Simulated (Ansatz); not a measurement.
Candidates (primitive cells; geometry: cell and atoms relaxed with PBEsol):
A. K$_{2}$Se (Fm-3m), a = 5.3810 Å, b = 5.3810 Å, c = 5.3810 Å, α = 60.00°, β = 60.00°, γ = 60.00°
B. Li2Se (Fm-3m), a = b = c = 4.2039 Å, α = β = γ = 60.00°
C. BaF$_{2}$ (Fm-3m), a = b = c = 4.340 Å, α = β = γ = 60.00°

Question: Order them by Seebeck coefficient, n-type 1e19 cm⁻³ (highest first) at the level Ansatz (a quantum-chemistry and plane-wave program) with PBEsol, rigid bands.

Answer: A (-163 μV/K), C (-210 μV/K), B (-271 μV/K)

Seebeck coefficients are for the stated density at 300 K, with one relaxation time for all states and whether or not that doping can be reached. Spin-orbit coupling is left out.

Formula and space group known from diffraction (Crystallography Open Database), not checked to be the room-temperature form: K2Se (Fm-3m), Li2Se (Fm-3m).
